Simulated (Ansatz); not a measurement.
Li on the 1x1 (0001) surface of hcp Ti, one in a 2x2 cell, energies for each (29.9 Å²). Energies are against an atom of bcc Li, without zero-point or thermal terms; each row is named by its start.

Computed with PBE (plane waves to 420 eV, PAW; Ansatz, an electronic-structure program).

Model: 17-atom slab, 6.8 Å thick at the start under the adsorbate (thin: gaps and levels are the slab's own), 6x6x1 mesh, Fermi-Dirac 0.1 eV, dipole correction, 8 atoms held, the rest relaxed; each run with such symmetry as its start has; no spin, no spin-orbit, no U, no dispersion correction.

A negative adsorption energy means that the adsorbate is more stable on the surface than in its reference. Starts that drift may end in the same place. Heights count from the host atoms within 0.3 Å of the top one.

```tsv
starting site	E_ads (eV)	height (Å)	nearest host atom (Å)	bonded to	Δ work function (eV)	lateral drift (Å)
top Ti	-0.49	2.42	Ti 2.61	Ti	-1.82	0.0
hollow Ti-Ti-Ti	-0.52	2.44	Ti 2.99	3 Ti	___	0.0
hollow Ti-Ti-Ti over Ti at depth 2.2 Å	-0.56	2.42	Ti 2.97	3 Ti	-1.84	0.0
bridge Ti-Ti (span 2.9 Å)	-0.56	2.42	Ti 2.95	3 Ti	-1.85	0.7
```

### Question
Complete the blanks.

### Answer

- hollow Ti-Ti-Ti, Δ work function (eV): -1.89
